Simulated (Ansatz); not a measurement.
Pair distribution function (total) of Ag (fcc), cell Ag32, begun in the crystal structure [in the run: it stayed crystalline; mean temperature 914 K (target 930 K); density 9.31 g/cm³, volume +12 % from the start crystal's; mean pressure 0.8 GPa against a target of 0; 2×2×2 k-points, which a denser mesh shifts by -0.6 GPa in pressure and 0.03 eV/Å in forces], from MD at 914 K. Calculation: PBE (plane waves, PAW; Ansatz, a program for electronic structure). Volume per atom 19.24 Å³, mean pressure 0.8 GPa. 

```
r (Å) | g(r)
     1.90 |  0.00
     1.94 |  0.00
     1.98 |  0.00
     2.02 |  0.00
     2.06 |  0.00
     2.10 |  0.00
     2.14 |  0.00
     2.18 |  0.00
     2.22 |  0.00
     2.26 |  0.00
     2.30 |  0.00
     2.34 |  0.00
     2.38 |  0.00
     2.42 |  0.01
     2.46 |  0.03
     2.50 | # 0.09
     2.54 | ## 0.24
     2.58 | ##### 0.56
     2.62 | ######## 0.94
     2.66 | ########### 1.36
     2.70 | ############### 1.86
     2.74 | #################### 2.46
     2.78 | ######################## 2.94
     2.82 | ########################### 3.26
     2.86 | ############################# 3.53
     2.90 | ############################## 3.62
     2.94 | ############################## 3.65
     2.98 | ########################### 3.34
     3.02 | ########################### 3.23
     3.06 | ######################## 2.93
     3.10 | ####################### 2.79
     3.14 | #################### 2.38
     3.18 | ################# 2.13
     3.22 | ############## 1.72
     3.26 | ############ 1.48
     3.30 | ########### 1.33
     3.34 | ######## 1.01
     3.38 | ####### 0.86
     3.42 | ###### 0.70
     3.46 | ##### 0.60
     3.50 | #### 0.53
     3.54 | #### 0.43
     3.58 | ### 0.34
     3.62 | ## 0.28
     3.66 | ## 0.27
     3.70 | ## 0.26
     3.74 | ## 0.26
     3.78 | ## 0.26
     3.82 | ### 0.32
     3.86 | ### 0.36
     3.90 | ### 0.39
     3.94 | #### 0.46
     3.98 | #### 0.45
     4.02 | #### 0.53
     4.06 | ##### 0.59
     4.10 | ##### 0.60
     4.14 | ##### 0.64
     4.18 | ##### 0.66
     4.22 | ###### 0.69
```

Problem. From the above, determine where the first shell ends and the number of neighbours in it.

Solution. first minimum near 3.7 Å (g down to about 0.26); 12.1 neighbours in the shell, from n = 4πρ∫r²g(r)dr.
